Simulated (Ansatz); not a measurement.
**Hypothetical P6/mmm CsCr3Sb5: pressure series**

The parent structure is CsCr₃Sb₅ (space group P6/mmm, No. 191; a = 5.419 Å, c = 9.277 Å; ferromagnetic; a hypothetical phase, not in the database extracts checked).

Cell and atoms are relaxed at each pressure.

Computed with PBEsol, PAW, 420 eV (Ansatz, a quantum-chemistry and plane-wave program; no spin-orbit coupling).

Notes on the quantities. enthalpy: H = E + PV relative to the base's energy.

| variant | lattice parameter a | enthalpy | c/a ratio |
|---|---|---|---|
| base | 5.419 Å | – | 1.712 |
| pressure −2 GPa | 5.475 Å | -0.35 eV/atom | 1.910 |
| pressure −1 GPa | 5.440 Å | -0.17 eV/atom | 1.796 |
| pressure 0.3 GPa | 5.414 Å | +0.05 eV/atom | 1.691 |
| pressure 0.7 GPa | 5.408 Å | +0.11 eV/atom | 1.666 |
| pressure 1.5 GPa | 5.398 Å | +0.24 eV/atom | 1.624 |
| pressure 3 GPa | 5.379 Å | +0.46 eV/atom | 1.571 |
| pressure 5 GPa | 5.354 Å | +0.75 eV/atom | 1.530 |
| pressure 7.5 GPa | 5.321 Å | +1.10 eV/atom | 1.501 |
| pressure 10 GPa | 5.290 Å | +1.43 eV/atom | 1.481 |

Other magnetic orders, which the real material may have, were not ruled out. Load acts through the strain it causes; cell and atoms are relaxed under it. Whether these cells are dynamically stable was not tested. Competing high-pressure phases were not computed.
